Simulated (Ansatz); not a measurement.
## Size of the site moment on Fe (μB)

Cell A: Fe (bcc, Im-3m), 1 atom in the cell, k-point mesh 30×30×30 on the run's own vectors. Conventional cell: a = b = c = 2.832 Å, α = β = γ = 90.00°.

Cell B: AlFe (CsCl type, Pm-3m), 2 atoms in the cell, k-point mesh 16×16×16 on the run's own vectors. Conventional cell: a = 2.876 Å, b = 2.876 Å, c = 2.876 Å, α = 90.00°, β = 90.00°, γ = 90.00°.

Plane-wave PAW calculations with Ansatz (an electronic-structure program), its PAW set soft_1, cutoff 420 eV, 500 eV for r2SCAN. The structures are at rest with PBE; other levels are single points on them. HSE06 runs on coarser k-point meshes. Some cells are metallic or hold partly filled levels, where a hybrid on a coarse mesh is less sure. Neutral cells; Fermi-Dirac smearing of at most 0.10 eV in the solids, energies taken to zero width. The lattices are those relaxed with PBE, so at other levels the solids can be strained, which adds to the spread. Spin states are those reached from the starting moments, not proven ground states. A dispersion term ran beside these levels; it doesn't touch the electrons. Spin density integrated in a sphere around each atom; mean over the atoms, with the range where they differ.

```tsv
cell	PBE	r2SCAN	HSE06
A	2.21	2.75	___
B	0.72	0.88	1.15
```

### Question
What belongs in the gaps?

### Answer

- A, HSE06: 2.97
